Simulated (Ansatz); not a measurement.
**Effect of Te → Cd on hypothetical Fm-3m MoTe2**

Consider MoTe2 (space group Fm-3m, No. 225; a = 6.639 Å; a hypothetical phase, not in the database extracts checked).

One thing is altered: Cd takes the place of Te on all its sites, then cell and atoms are relaxed.

Calculations: r2SCAN, PAW, 500 eV (Ansatz, a program for electronic structure; no SOC), earlier PAW set. Γ-centred 13×13×13 mesh, Fermi–Dirac width 0.05 eV, for the changed cell.

```tsv
quantity	base	changed	shift
volume per atom	24.39 Å³	22.41 Å³	-1.98 Å³
density	7.97 g/cm³	7.92 g/cm³	-0.05 g/cm³
lattice parameter a	6.639 Å	6.454 Å	-0.185 Å
space group	Fm-3m (No. 225)	Fm-3m (No. 225)	–
shortest interatomic distance	2.875 Å	2.795 Å	-0.080 Å
band gap	zero	zero	–
```

No phonon test of stability was made. As relaxed here, Cd2Mo is a hypothetical phase, not in the database extracts checked. All final runs are without spin polarisation. Cd2Mo and MoTe2 have a high density of states at the Fermi level and may be magnetic at this level.
